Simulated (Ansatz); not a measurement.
Take SiO2 (space group P3_221, No. 154; a = 4.9490 Å, c = 5.4415 Å) as the base. Axes: x lies along a and z along c of the hexagonal cell.

Perturbation: the cell is stretched by 2.25 % along z with no lateral relaxation; the atoms relax in the strained cell.

Level of theory: Ansatz (a quantum-chemistry and plane-wave program), PBEsol, PAW, cutoff 420 eV, without spin-orbit coupling.

Base, band edges from the VBM (valence, conduction): K 0.00, 8.61; H -0.57, 8.62; M -0.04, 7.95; L -0.19, 8.54; A -0.09, 7.67; Γ -0.31, 5.72 eV.

Question: Give the band edges at the high-symmetry points of the new zone, measured from its valence-band maximum.

Answer: 
```csv
point,valence edge (eV),conduction edge (eV)
Γ,-0.31,5.67
M,-0.01,7.87
K,0.00,8.54
A,-0.12,7.57
L,-0.18,8.49
H,-0.55,8.49
```

The gap is 5.67 eV, indirect, K → Γ.

Whether these cells are dynamically stable was not tested.
